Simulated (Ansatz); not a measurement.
O on the 1x1 (10-10) surface of wurtzite GaN (cut with top plane Ga + N), one in a 2x1 cell, energies for each (33.7 Å²). Energies are against ½ O2(g), without zero-point or thermal terms; each row is named by its start (#2, #3: further inequivalent places of a kind).

Host crystal: wurtzite GaN, with a band gap (PBE, scalar-relativistic without spin-orbit coupling).

These are PBE (plane waves to 420 eV, PAW; Ansatz, an electronic-structure program) values and carry that method's errors.

Slab: 33 atoms, 9.3 Å thick at the start under the adsorbate (thin: gaps and levels are the slab's own); k 3x4x1, smearing 0.01 eV, dipole-corrected; 16 atoms held, the rest relaxed; each run with such symmetry as its start has; spin-polarised, no spin-orbit, no U, no dispersion correction.

A negative adsorption energy means that the adsorbate is more stable on the surface than in its reference. Starts that drift may end in the same place. Heights count from the host atoms within 0.3 Å of the top one.

```csv
starting site,E_ads (eV),height (Å),nearest host atom (Å),bonded to,change of the vacuum step (eV),lateral drift (Å),moment (μB)
top N (the adsorbate paired with a surface N atom),-0.34,1.31,N 1.52,Ga + N,0.95,0.7,0.0
top Ga,0.92,___,Ga 1.84,Ga,1.38,1.2,2.0
top Ga #2,2.36,1.54,Ga 2.19,Ga,0.99,0.4,2.0
hollow Ga-Ga-N-N (the adsorbate paired with a surface N atom),-0.34,1.31,N 1.52,Ga + N,0.96,1.5,0.0
hollow beside Ga (the adsorbate paired with a surface N atom),-0.22,1.05,N 1.49,Ga + N,0.69,0.8,0.0
bridge Ga-Ga-Ga-N-N-N (span 3.3 Å),___,___,Ga 1.92,2 Ga,1.14,1.3,2.0
```

**Question.** Some entries are withheld; supply them.

**Answer.** 
- top Ga, height (Å): 1.68
- bridge Ga-Ga-Ga-N-N-N (span 3.3 Å), E_ads (eV): 0.60
- bridge Ga-Ga-Ga-N-N-N (span 3.3 Å), height (Å): 1.28
